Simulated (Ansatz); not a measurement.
Band structure of Ba (Im-3m, 1 atom in the cell).

```
Ba
1.0
   -2.55995     2.55995     2.55995
    2.55995    -2.55995     2.55995
    2.55995     2.55995    -2.55995
Ba
1
Direct
  0.00000   0.00000   0.00000
```

Computed with PBE, PAW files (plane waves; Ansatz, a quantum-chemistry and plane-wave program).

Settings: basis.ecutwfc = 420 eV; kpoints.mp_grid.grid = 12 12 12; hamiltonian.xc = pbe; hamiltonian.pseudopotentials = {kind: paw} (the program's default PAW files); scf.occupations.method = fermi_dirac; scf.occupations.width = 0.05 eV; kpoints.band_path.npoints = 8.

The starting cell has typed, rounded lattice constants, without a prior relaxation at this level. Its lattice was rescaled by a random factor within 2.5 % of one.

Levels in eV from the Fermi level, bands 2 to 8:
```csv
point,2,3,4,5,6,7,8
Γ,-13.96,-13.96,-13.96,-2.71,1.77,1.77,1.77
H,-14.22,-14.22,-14.22,-0.45,-0.45,3.79,3.79
N,-14.33,-14.08,-13.96,-0.85,0.70,1.06,3.03
P,-14.15,-14.15,-14.15,0.47,0.47,0.47,3.27
```

Bands cross the Fermi level along this path, so the cell is metallic at this level.

Keys are those of Ansatz 0.2.
